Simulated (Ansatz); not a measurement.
This Ansatz (an electronic-structure program) input is the reference run, Sn in the diamond structure (space group Fd-3m, No. 227), computed with r2SCAN/PAW in Ansatz, no spin-orbit coupling, earlier PAW set:

Ansatz 0.2 input:
```yaml
crystal:
  lattice:
    - [0, 3.2843911245, 3.2843911245]
    - [3.2843911245, 0, 3.2843911245]
    - [3.2843911245, 3.2843911245, 0]
  atoms:
    - { symbol: Sn, position: [0.5, 0.5, 0.5] }
    - { symbol: Sn, position: [0.75, 0.75, 0.75] }
basis: { ecutwfc: 500, ecutrho_ratio: 4, xc_grid: 4, fft_grid_basis: typed }
kpoints: { mp_grid: { grid: [12, 12, 12] } }
hamiltonian:
  xc: r2scan
  dispersion: none
  pseudopotentials: { azcp: { folder: ./paw }, kind: paw }
scf: { occupations: { method: fermi_dirac, width: 0.05 }, convergence: { dr2_threshold: 0.0000000002 } }
output: { forces: true, stress: true }
```

Task: Write the input for this change: tensile biaxial strain of 0.98 % in the plane normal to [111], as in epitaxy on a mismatched substrate; the out-of-plane cell vector and the atoms relax.

Result: 
Ansatz 0.2 input:
```yaml
crystal:
  lattice:
    - [4.690349811, 0, 0]
    - [2.3451749055, 4.061962089, 0]
    - [2.3451749055, -1.353987363, 3.7739050075]
  atoms:
    - { symbol: Sn, position: [0, 0.5, 0.5] }
    - { symbol: Sn, position: [0.5, 0.75, 0.25] }
basis: { ecutwfc: 500, ecutrho_ratio: 4, xc_grid: 4, fft_grid_basis: typed }
kpoints: { mp_grid: { grid: [12, 12, 12] } }
hamiltonian:
  xc: r2scan
  dispersion: none
  pseudopotentials: { azcp: { folder: ./paw }, kind: paw }
scf: { occupations: { method: fermi_dirac, width: 0.05 } }
relax: { f_tol: 0.005, max_steps: 50, cell: { stress_tol: 0.01, fix: [a, b, gamma] } }
output: { forces: true, stress: true }
checkpoint: { write: state.ck, write_every: 1000 }
```
This is the input that was run; other choices of cell and start would serve too.

Stability against distortions was not tested.
